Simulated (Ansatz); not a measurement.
**Element substitutions in Ga2Se3**

The reference is Ga2Se3 (space group Cc, No. 9; a = 6.650 Å, b = 11.649 Å, c = 6.637 Å, α = γ = 90.00°, β = 108.84°).

Each row replaces one element on all its sites; cell and atoms are relaxed.

Calculations: PBEsol in Ansatz (plane waves to 420 eV, PAW, spin-orbit coupling left out).

```csv
change,density,band gap,gap character
base,5.14 g/cm³,1.08 eV,direct at Γ
Se → S,3.69 g/cm³,1.90 eV,direct at Γ
Ga → B,5.17 g/cm³,1.09 eV,"indirect, Γ → Y"
Se → O,4.47 g/cm³,2.05 eV,"indirect, Y → Γ"
```

Stability against distortions was not tested. As relaxed here, B2Se3 and Ga2O3 are hypothetical phases, not in the database extracts checked.

Ansatz is a program for electronic structure.
